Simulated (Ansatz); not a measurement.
Take WC (space group P-6m2, No. 187; a = 2.8843 Å, c = 2.8115 Å; relaxed with 0.1 eV smearing) as the base. Axes: x lies along a and z along c of the hexagonal cell.

Calculations: Ansatz (a quantum-chemistry and plane-wave program), LDA, PAW, cutoff 420 eV, no SOC.

Strains are applied to the cell and any free atomic positions relax.

One change was made to it. Results:

The energy grows by 1.4 meV/atom; the shortest interatomic distance drops by 0.0106 Å, from 2.179 Å to 2.169 Å.

What was done to the base?
A) tensor shear ε_xz = +2.00 %
B) tensor shear ε_xz = +1.43 %
C) tensor shear ε_xz = +0.57 %
D) tensor shear ε_xz = +1.14 %
E) tensor shear ε_xz = +1.71 %

C, tensor shear ε_xz = +0.57 %. For comparison, the energy relative to the base in the other runs: tensor shear ε_xz = +1.71 % gives +12 meV/atom; tensor shear ε_xz = +1.43 % gives +8.5 meV/atom; tensor shear ε_xz = +2.00 % gives +17 meV/atom; tensor shear ε_xz = +1.14 % gives +5.4 meV/atom.

Stability against distortions was not tested. The final runs are not spin-polarised.
